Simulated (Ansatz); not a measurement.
Take CuI in the wurtzite structure (space group P6_3mc, No. 186; a = 4.1870 Å, c = 6.8978 Å) as the base. Axes: x lies along a and z along c of the hexagonal cell.

Now apply this change: uniaxial strain ε_xx = +5.81 %, all other strain components held at zero, atoms relaxed at fixed cell.

Levels (all Ansatz, a quantum-chemistry and plane-wave program, PAW): PBEsol (420 eV, no spin-orbit coupling); r2SCAN (500 eV, no spin-orbit coupling); HSE06 (420 eV, no SOC).

One geometry, relaxed with PBEsol, under each level:

| level | band gap | lowest conduction level above the VBM at special points | electron mass | hole mass | pressure |
|---|---|---|---|---|---|
| PBEsol | 1.04 eV | Γ 1.04 eV; Z 2.13 eV; Y 2.16 eV; T 2.33 eV | 0.15 mₑ along y, 0.14 mₑ across (at Γ) | 1.8 mₑ along x, 0.19 mₑ along y, 1.7 mₑ along z (at Γ) | -23.7 kbar |
| r2SCAN | 1.66 eV | Γ 1.66 eV; Z 2.64 eV; Y 2.49 eV; T 2.71 eV | 0.20 mₑ along y, 0.18 mₑ across (at Γ) | 0.27 mₑ along y, 1.7 mₑ across (at Γ) | -5.5 kbar |
| HSE06 | ___ | ___ | – | – | – |

Question: Give the withheld HSE06 results.

Answer: 
- HSE06, band gap: 2.66 eV
- HSE06, lowest conduction level above the VBM at special points: Γ 2.66 eV; Z 3.71 eV; Y 3.55 eV

Single points use the geometry relaxed with PBEsol. Their cutoffs differ, which shifts pressures a little. Spin-orbit coupling, missing from the scalar runs, can matter with I. Masses are band curvatures over ±0.01 Å⁻¹ around the edge. Stability against distortions was not tested. All final runs are without spin polarisation. This is not the structure that CuI has at room temperature and ambient pressure. k-point labels follow each cell's own Brillouin zone.
